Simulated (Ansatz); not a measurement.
TaRh₃ (Pm-3m): band-structure transport figures

Consider the following.

```yaml
crystal:
  lattice:
    - [3.84594, 0.00000, 0.00000]
    - [0.00000, 3.84594, 0.00000]
    - [0.00000, 0.00000, 3.84594]
  atoms:
    - { symbol: Ta, position: [0.00000, 0.00000, 0.00000] }
    - { symbol: Rh, position: [0.00000, 0.50000, 0.50000] }
    - { symbol: Rh, position: [0.50000, 0.00000, 0.50000] }
    - { symbol: Rh, position: [0.50000, 0.50000, 0.00000] }
```

Level of theory: PBEsol, rigid bands (plane waves, PAW, scalar-relativistic; Ansatz, a first-principles code). How the cell was made: cell and atoms relaxed with PBEsol.

* **density of states at the Fermi level**: 1.97 states/(eV·cell), both spins
* **bare Sommerfeld coefficient**: 1.16 mJ/(mol of atoms·K²)
* **Drude plasma energy**: 5.6 eV
* **root-mean-square Fermi velocity**: 5.9e5 m/s
* **resistivity times τ**: 15.5 ×10⁻²² Ω·m·s

A metal at this level (no band gap); rigid bands, thermally averaged at 300 K, both spins. Spin-orbit coupling is left out, which matters with elements this heavy. τ is one relaxation time for all states.

Formula and space group known from diffraction (Crystallography Open Database), not checked to be the room-temperature form: TaRh3 (Pm-3m).
